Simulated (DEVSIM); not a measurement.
System: abrupt GaP p-n junction, at 300 K.

Layer 1 from the left is GaP, thickness (μm) 5.50, Na (cm⁻³) 5.2e15, τn (s) 6.6e-7, τp (s) 6.6e-7. Layer 2 from the left is GaP, thickness (μm) 180, Nd (cm⁻³) 9.6e15, τn (s) 6.6e-7, τp (s) 6.6e-7.

Left contact: ohmic. Right contact: ohmic. Voltage is applied to the left contact. Recombination: SRH at mid-gap, radiative, Auger. Mobility is μmin + (μ − μmin)/(1 + (N/Nref)^α).

Constants are typed, rounded textbook-type inputs, not results; the design itself was drawn at random and stands for no fabricated device. Values at 300 K.

GaP: gap (eV) 2.26, affinity (eV) 3.8, permittivity 11.1, Nc (cm⁻³) 1.8e19, Nv (cm⁻³) 1.9e19, μn (cm²/Vs) 250, μp (cm²/Vs) 150, μn,min 10, μp,min 10, Nref,n 4.4e18, Nref,p 1e18, αn 0.8, αp 0.85, B (cm³/s) 1e-13, Cn (cm⁶/s) 1e-30, Cp (cm⁶/s) 1e-30.

DEVSIM, 1D drift-diffusion, Boltzmann statistics, complete ionisation; no tunnelling, impact ionisation, image-force lowering or self-heating.

Dark forward current:

```csv
|V| (V),|J| (A/cm²)
0.70,4.747e-13
0.75,1.279e-12
0.80,3.448e-12
0.85,9.312e-12
0.90,2.519e-11
0.95,6.824e-11
1.00,1.853e-10
1.05,5.044e-10
1.10,1.378e-9
1.15,3.790e-9
1.20,1.054e-8
1.25,3.001e-8
1.30,8.971e-8
1.35,2.952e-7
1.40,1.139e-6
1.45,5.352e-6
1.50,2.986e-5
1.55,0.0001857
1.60,0.001220
1.65,0.008130
1.70,0.05121
1.75,0.2451
1.80,0.7117
1.85,1.396
1.90,2.205
1.95,3.090
```

Question: Work out the local ideality factor n = ΔV / (kT/q · ln(J2/J1)) between the rows 0.70 and 0.75 V, 1.60 and 1.65 V, 1.90 and 1.95 V.

Answer: kT/q = 25.85 mV. From 0.70 to 0.75 V: ln(1.279e-12/4.747e-13) = 0.991, n = 1.95, near the 2 of recombination in the depletion region. From 1.60 to 1.65 V: ln(0.008130/0.001220) = 1.897, n = 1.02, near the 1 of diffusion or emission over a barrier. From 1.90 to 1.95 V: ln(3.090/2.205) = 0.337, n = 5.73; the layers' resistance at their doping, Σ W/(qμN) = 0.052 Ω cm², would take 46 mV of this step of 50 mV.

Question: Estimate the current at 1.60 V from the Shockley equation with J0 = Σ q ni² D/(N L) coth(W/L), τ joining the SRH, radiative and Auger lifetimes that are on, and W taken as the whole layer.

Answer: ni² = 3.67 cm⁻⁶; electrons in the p layer: μ = 249 cm²/Vs, D = 6.43 cm²/s, τ = 6.60e-7 s, L = 20.6 μm, W/L = 0.27, term 1.35e-30 A/cm²; holes in the n layer: μ = 147 cm²/Vs, D = 3.81 cm²/s, τ = 6.60e-7 s, L = 15.9 μm, W/L = 11, term 1.47e-31 A/cm². J0 = 1.50e-30 A/cm², and J = J0 exp(qV/kT) = 0.00114 A/cm². The simulation gives 0.00122 A/cm²; the estimate lies 6.4 % below. The estimate leaves out recombination in the depletion region and that region's share of W.
